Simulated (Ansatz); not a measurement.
# Ansatz run on HgPt3 (Cmm2, 4 atoms in the cell): self-consistent single point

Level of theory: PBEsol, default PAW files made with PBE (plane waves; Ansatz, a first-principles code).

This input was run:

Ansatz 0.2 input:
```yaml
crystal:
  lattice:
    - [2.905637, -3.960677, 0.000000]
    - [2.905637, 3.960677, 0.000000]
    - [0.000000, 0.000000, 2.896963]
  atoms:
    - { symbol: Hg, position_ang: [0.000000, 0.000000, 0.049999] }
    - { symbol: Pt, position_ang: [2.905637, 0.000000, 0.000000] }
    - { symbol: Pt, position_ang: [1.452819, 1.980339, 1.448481] }
    - { symbol: Pt, position_ang: [1.452819, -1.980339, 1.448481] }
basis:
  ecutwfc: 420.0 eV
kpoints:
  mp_grid:
    grid: [7, 7, 11]
hamiltonian:
  xc: pbesol
  pseudopotentials:
    kind: paw
scf:
  occupations:
    method: fermi_dirac
    width: 0.1 eV
output:
  forces: true
  eigenvalues: true
  stress: true
```

Output, abridged:

```
WARN the atoms were moved onto the symmetric positions of the space group found under crystal.symmetry.tolerance 1.0e-5 (fractional …
WARN ansatz: RAYON_NUM_THREADS=1 ignored (pool sized by the plan → 1); use --threads N
Pseudopotentials: kind: paw
Pseudopotential: Hg, paw, valence charge 20
Pseudopotential: Pt, paw, valence charge 18
Crystal: 4 atoms, lattice volume = 66.678 Å³
Basis set: ecut = 420 eV, 1321 PW (Γ), exchange–correlation on 72×72×40 points (8 copies of the dense FFT grid, shifted against one another)
Bands: 45, of which v1, the nominal top of the filled ones, is band 37 counted from 1 (36 counted from 0)
Symmetry: 4 space group operations
Space group: Cmm2 (ITA 35), of the structure as read, at distance tolerance 4.1e-5 Å
k-points: 96 of 539 (time reversal used)
PAW frozen core: Hg, regenerated for the run's functional, and the local potential with it
PAW frozen core: Pt, regenerated for the run's functional, and the local potential with it
Initial density: superposition of atomic densities (neutral atoms: chi_scale 0, normalization atom), corrected by the library's trained network
Initial wavefunctions: pseudopotential atomic-orbital guess
Eigensolver: davidson
Functional: x = pbesol(κ = 0.804, μ = 0.12345679012345678), c = pbesol(β = 0.046)
SCF iter   1: F=—  HF=-50819.460765 eV  |F-HF|=—  |Δ(HF+E_count)|=         —  Δρ=7.86e-3  dr2=3.27e-2  ethr=1.77e-3  ⟨swp⟩=5.9  Hψ=14499  notcnv=0  defer=66
all-band conjugate gradients solve this SCF's bands
preconditioner: auto → Kerker (q_TF=auto, 2.776 Å⁻¹)
SCF iter   2: F=—  HF=-50819.457364 eV  |F-HF|=—  |Δ(HF+E_count)|=   3.40e-3  Δρ=3.97e-3  dr2=8.76e-3  ethr=4.42e-5  ⟨swp⟩=2.1  Hψ=6104  notcnv=0  defer=67
SCF iter   3: F=—  HF=-50819.455225 eV  |F-HF|=—  |Δ(HF+E_count)|=   2.14e-3  Δρ=5.77e-4  dr2=2.11e-4  ethr=1.18e-5  ⟨swp⟩=2.1  Hψ=6069  notcnv=0  defer=67
SCF iter   4: F=—  HF=-50819.455206 eV  |F-HF|=—  |Δ(HF+E_count)|=   1.96e-5  Δρ=1.27e-4  dr2=2.70e-5  ethr=2.85e-7  ⟨swp⟩=1.2  Hψ=4745  notcnv=0  defer=67
SCF iter   5: F=—  HF=-50819.455181 eV  |F-HF|=—  |Δ(HF+E_count)|=   2.48e-5  Δρ=4.05e-5  dr2=1.62e-6  ethr=3.65e-8  ⟨swp⟩=2.0  Hψ=5523  notcnv=0  defer=67
SCF iter   6: F=-50819.455181 eV  HF=-50819.455181 eV  |F-HF|=2.85e-8  |Δ(HF+E_count)|=   3.75e-7  Δρ=8.75e-6  dr2=5.39e-8  ethr=1.35e-10  ⟨swp⟩=7.2  Hψ=18307  notcnv=0
SCF 1 converged in 6 iterations: F = -50819.455181 eV  dr2 = 5.39e-8
SCF converged after 6 iterations
Free energy (F): -50819.455181 eV
Harris-Foulkes:  -50819.455181 eV  (|F-HF|=2.85e-8)
Internal energy: -50819.345773 eV  (E = F + TS)
E sigma→0 (E₀):  -50819.400477 eV
Entropy (-TS):   -0.109408 eV (-27.352 meV/atom)
Fermi energy:    20.800988 eV
--- Per-component energies (eV) ---
  E_band       = -771.545122
  E_kinetic    = 2514.038833
  E_local      = -6748.285559  (includes V_loc(G=0)·N_el)
  E_nonlocal   = 686.298971
  E_hartree    = 2628.616906
  E_xc         = -998.420082
  E_vxc        = -1166.935289  (∫ρ·V_xc dr)
  E_paw        = -37748.600426  (= ΣΔE_a)
  E_vpaw       = -1313.883340  (= ΣTr[D̂ρ^β])
  E_aug_tail   = 0.001566  (compensation charges beyond the density's cutoff)
  E_ewald      = -11154.185577
  E_core_change = 1.189595  (= ΣΔE_core)
  E_smearing   = -0.109408  (= −TS)
  E_closure    = -0.000000  (closes the sum)
  Σ components = -50819.455181   (vs F -50819.455181, Δ=0.00e0)
--- Forces (eV/Å), atoms counted from 1 ---
  atom   1  Hg     0.00000000     0.00000000    -0.17327746
  atom   2  Pt     0.00000000     0.00000000    -0.01600198
  atom   3  Pt     0.00000000    -0.00000000     0.09463878
  atom   4  Pt     0.00000000     0.00000000     0.09463878
  max |Σ_I F_I| component: 1.89e-6 eV/Å
--- Stress (GPa, compression-positive) ---
       -7.266916       0.000000       0.000000
        0.000000      -7.988529       0.000000
        0.000000       0.000000      -9.562014
  P = ⅓ Tr σ = -8.2725 GPa (-82.725 kbar)
  The stress holds the Pulay correction. Without it, at fixed plane waves, as pw.x and ABINIT print it: P = -8.3259 GPa
--- Band table (eV; the first three rows and the last of 96) ---
  k-point 0: bands = ["-94.1771", "-77.3528", "-77.1986", "-77.1938", "-42.5800", "-42.5673", "-42.5600", "-31.6407", "-31.5540", "-31.5164", "-31.3967", "-31.3227", "-31.3226", "-31.3211", "-31.3195", "-31.2865", "10.7657", "12.2644", "12.6754", [...]
  k-point 1: bands = ["-94.1770", "-77.3523", "-77.1982", "-77.1933", "-42.5861", "-42.5667", "-42.5595", "-31.6337", "-31.5488", "-31.5275", "-31.3967", "-31.3347", "-31.3345", "-31.3265", "-31.3226", "-31.2856", "10.9688", "12.4155", "12.7619", [...]
  k-point 2: bands = ["-94.1765", "-77.3509", "-77.1971", "-77.1921", "-42.6024", "-42.5653", "-42.5581", "-31.6139", "-31.5573", "-31.5339", "-31.3979", "-31.3705", "-31.3673", "-31.3368", "-31.3318", "-31.2833", "11.5505", "12.8254", "12.9868", [...]
  k-point 95: bands = ["-94.1748", "-77.3465", "-77.1936", "-77.1882", "-42.6551", "-42.5607", "-42.5538", "-31.7039", "-31.5899", "-31.5372", "-31.4188", "-31.3986", "-31.3973", "-31.3816", "-31.3465", "-31.2747", "12.2954", "12.5522", "13.0885", [...]
```

The run converged in 6 iterations.

The starting cell comes from a database of computed structures (which also holds hypothetical and non-ambient phases and stackings), without a prior relaxation at this level. Its lattice was rescaled by up to half a per cent. One atom was moved a little off its site on purpose. Spin-orbit coupling is off. Spin polarisation is off. With a pressure of about -8 GPa the cell is away from its equilibrium volume at this level. Ansatz's pressure includes its estimate of the finite-basis (Pulay) stress.
